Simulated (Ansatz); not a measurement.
## Pb in the fcc (Cu type) structure (space group Fm-3m, No. 225)

Space group Fm-3m (No. 225); a = b = c = 5.034 Å, α = β = γ = 90.00°

```json
[
 {"atom": "Pb", "site": "4a", "symmetry": "m-3m", "x": "0.0000", "y": "0.0000", "z": "0.0000"}
]
```
(The calculation used a cell of 1 atom; values per cell refer to that cell.)

All numbers come from PBE, PAW, 420 eV (Ansatz, an electronic-structure program; no SOC), earlier PAW set. k-mesh 16×16×16 (Γ-centred); smearing 0.05 eV (Fermi–Dirac).

```json
{
 "volume_per_atom": "31.89 Å³",
 "density": "10.79 g/cm³",
 "band_gap": "zero",
 "total_energy": "-11908.832 eV/atom (σ→0; compares only within this code and set-up)"
}
```

Whether these cells are dynamically stable was not tested.
